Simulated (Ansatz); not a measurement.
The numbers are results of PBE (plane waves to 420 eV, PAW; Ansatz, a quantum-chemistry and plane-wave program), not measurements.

Host crystal: beta Ga2O3, with a band gap (PBE, scalar-relativistic without spin-orbit coupling).

Plane-averaged electrostatic potential energy along the normal, in eV from the Fermi level, for Cl on the 1x1 (100) surface of beta Ga2O3 (cut with top plane Ga + 2 O), one in a 1x1 cell, started at the site 'top Ga':

(z (Å), V (eV)): (5.31, 6.91); (5.60, 6.91); (5.90, 6.91); (6.19, 6.91); (6.49, 6.91); (6.78, 6.91); (7.08, 6.91); (7.38, 6.90); (7.67, 6.87); (7.96, 6.81); (8.26, 6.66); (8.55, 6.24); (8.85, 5.12); (9.14, 1.00); (9.44, -4.88); (9.73, -8.31); (10.03, -7.83); (10.32, -4.73); (10.62, -2.64); (10.91, -0.52); (11.21, -0.32); (11.50, -1.52); (11.80, -2.10); (12.09, -1.21); (12.39, -0.26); (12.68, -1.07); (12.98, -3.24); (13.27, -6.32); (13.57, -8.58); (13.86, -7.36); (14.16, -2.90); (14.46, 2.59); (14.75, 4.17); (15.04, 2.61); (15.34, -2.73); (15.63, -7.03); (15.93, -8.15); (16.22, -6.02); (16.52, -2.98); (16.81, -0.97); (17.11, -0.12); (17.40, -1.59); (17.70, -2.57); (17.99, -1.96); (18.29, -0.35); (18.58, 0.18); (18.88, -1.41); (19.18, -4.48); (19.47, -7.97); (19.77, -8.06); (20.06, -4.48); (20.36, 1.06); (20.65, 4.71); (20.95, 6.11); (21.24, 6.24); (21.54, 4.76); (21.83, 2.36); (22.12, 1.15); (22.42, 1.79); (22.71, 4.02); (23.01, 6.42); (23.30, 7.41); (23.60, 7.75); (23.89, 7.87); (24.19, 7.92); (24.48, 7.93); (24.78, 7.94); (25.07, 7.94); (25.37, 7.94); (25.66, 7.94); (25.96, 7.94); (26.25, 7.94); (26.55, 7.94)

Slab: 21 atoms, 10.2 Å thick at the start under the adsorbate (thin: gaps and levels are the slab's own); k 6x4x1, smearing 0.01 eV, dipole-corrected; 10 atoms held, the rest relaxed; start symmetry kept, larger cells not searched; spin-polarised, ending with about 0.7 μB a cell, a value that depends on the mesh; orders that need a larger cell were not tried, no spin-orbit, no U, no dispersion correction. The slab shows no gap over 0.04 eV on its mesh. At the end it is bonded to Ga. In PBE it is, or lies within 0.03 eV of, the lowest of the starts that converged.

Problem. The surface cell has an area of 18.12 Å². What dipole along the normal does the step between the two vacuum levels imply?

Solution. the top vacuum level lies 1.03 eV above the bottom one; p = −ε₀ A ΔV (ε₀ = 0.005526 e/(V·Å)) gives -0.10 e·Å a cell.
